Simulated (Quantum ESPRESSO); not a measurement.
A relaxation of the atoms of KMgH3 (P4mm, 5 atoms in the cell) with Quantum ESPRESSO.

Level of theory: LDA (PZ), GBRV 1.5 ultrasoft (LDA) pseudopotentials (plane waves; Quantum ESPRESSO).

The input file:

```fortran
&control
 calculation = 'relax'
 prefix = 'run'
 outdir = './tmp/'
 pseudo_dir = './'
 forc_conv_thr = 7.8e-03
/
&system
 ibrav = 0
 nat = 5
 ntyp = 3
 ecutwfc = 40
 ecutrho = 200
 occupations = 'fixed'
 nbnd = 17
/
&electrons
 conv_thr = 1.0d-9
 mixing_beta = 0.4
/
&ions
/
ATOMIC_SPECIES
K     39.0983  k_lda_v1.4.uspp.F.UPF
Mg    24.3050  mg_lda_v1.4.uspp.F.UPF
H      1.0080  h_lda_v1.4.uspp.F.UPF
CELL_PARAMETERS angstrom
   3.96816000     0.00000000     0.00000000
   0.00000000     3.96816000     0.00000000
   0.00000000     0.00000000     3.96816000
ATOMIC_POSITIONS angstrom
K     0.00000000    0.00000000    0.15000042
Mg    1.98408000    1.98408000    1.98408000
H     1.98408000    0.00000000    1.98408000
H     0.00000000    1.98408000    1.98408000
H     1.98408000    1.98408000    0.00000000
K_POINTS automatic
6 6 6  0 0 0
```

Log, with long lists cut:

```
     Self-consistent Calculation

     iteration #  1     ecut=    40.00 Ry     beta= 0.40

     total energy              =    -185.54819599 Ry
     estimated scf accuracy    <       0.66205052 Ry

     iteration #  2     ecut=    40.00 Ry     beta= 0.40

     total energy              =    -185.56866064 Ry
     estimated scf accuracy    <       0.07869106 Ry

     iteration #  3     ecut=    40.00 Ry     beta= 0.40

     total energy              =    -185.58500043 Ry
     estimated scf accuracy    <       0.00268954 Ry

   [... 7 blocks of this kind left out ...]

     iteration # 11     ecut=    40.00 Ry     beta= 0.40

     total energy              =    -185.58590710 Ry
     estimated scf accuracy    <       0.00000002 Ry

     iteration # 12     ecut=    40.00 Ry     beta= 0.40
     End of self-consistent calculation

     highest occupied, lowest unoccupied level (ev):     3.2108    5.4007

!    total energy              =    -185.58590710 Ry
     estimated scf accuracy    <          8.5E-11 Ry

     convergence has been achieved in  12 iterations

     Forces acting on atoms (cartesian axes, Ry/au):

     atom    1 type  1   force =     0.00000000    0.00000000   -0.01282795
     atom    2 type  2   force =     0.00000000    0.00000000    0.00653709
     atom    3 type  3   force =     0.00000000    0.00000000    0.00145100
     atom    4 type  3   force =     0.00000000    0.00000000    0.00145100
     atom    5 type  3   force =     0.00000000    0.00000000    0.00338887

     Total force =     0.014933     Total SCF correction =     0.000003

     BFGS Geometry Optimization
   [... lines left out ...]
     highest occupied, lowest unoccupied level (ev):     3.2269    5.4209
!    total energy              =    -185.58764812 Ry
     Total force =     0.003077     Total SCF correction =     0.000005
     bfgs converged in   8 scf cycles and   7 bfgs steps
     Final energy             =    -185.5876481238 Ry
   [... lines left out ...]
Begin final coordinates

ATOMIC_POSITIONS (angstrom)
K                0.0000000000        0.0000000000        0.0399053797
Mg               1.9840800000        1.9840800000        2.0286087104
H                1.9840800000        0.0000000000        2.0004752879
H                0.0000000000        1.9840800000        2.0004752879
H                1.9840800000        1.9840800000        0.0327757541
End final coordinates

   JOB DONE.
```

The run converged.  The full log also holds: “c_bands:  1 eigenvalues not converged”. The full log also holds: “WARNING: bfgs curvature condition failed, Theta= 0.856”.

Summary of the result:
| Item | Value |
|---|---|
| Free energy E − TS | -2525.0486 eV |
| Top of the valence band (on the code's own zero) | 3.23 eV |
| Gap on the k-point mesh | 2.19 eV |
| Largest force (vector length) | 0.064 eV/Å |
| Relaxation steps | 7 |

The starting cell comes from a database of computed structures (which also holds hypothetical and non-ambient phases and stackings), without a prior relaxation at this level. Its lattice was rescaled by up to half a per cent. For this run, on top of that: one atom moved by 0.15 angstrom. The relaxation keeps the symmetry of its start, so its end need not be a minimum.

Cost on one core of a shared machine: roughly 2 min.
